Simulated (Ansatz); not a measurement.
The starting structures come from a database of crystals and need not be the phases stable at ambient conditions.

By PBEsol, the system below comes out a metal.

Without scattering a metal conducts by its projected Fermi surface.

Here is the system:

```
CELL_PARAMETERS angstrom
      3.84461     0.00000     0.00000
      0.00000     3.84461     0.00000
      0.00000     0.00000     3.84461
ATOMIC_POSITIONS crystal
  Tl 0.50000 0.50000 0.50000
  Hg 0.00000 0.00000 0.00000
```

Space group of this cell: Pm-3m, CsCl type. The cell is taken as given; by PBEsol its mean pressure is -2.2 GPa.

The current flows along the normal of the first two printed cell vectors, the (001) plane of the conventional cell. No spin-orbit coupling; the value is a mean over 0.1 eV about the Fermi level.

Predict the ballistic conductance per area from PBEsol (Ansatz, a program for electronic structure).

0.79 × 10¹⁵ S/m² for both spins.
